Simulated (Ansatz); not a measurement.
The reference is Cs₂AgBiBr₆ (space group Fm-3m, No. 225; a = 11.1874 Å).

All numbers come from Ansatz (a quantum-chemistry and plane-wave program), PBEsol, PAW, cutoff 420 eV, no spin-orbit coupling.

Base values:

* **Gap character**: indirect, X → L
* **Electron mass**: 0.36 mₑ along k, 0.25 mₑ across (at L)

The change: the cell is scaled by 1.0075 in all directions, atoms relaxed at fixed cell.

### Question
Predict the new gap character.

### Answer
The gap character is still indirect, X → L.

### Question
Predict the new electron mass.

### Answer
The electron mass becomes 0.35 mₑ along k, 0.25 mₑ across (at L) (base: 0.36 mₑ along k, 0.25 mₑ across (at L)).

With Bi present, leaving out spin-orbit coupling can change the band edges. The cells carry an imposed strain or load. Effective masses come from finite differences of ±0.01 Å⁻¹. Along k means along the line from Γ to the band edge. Whether these cells are dynamically stable was not tested.
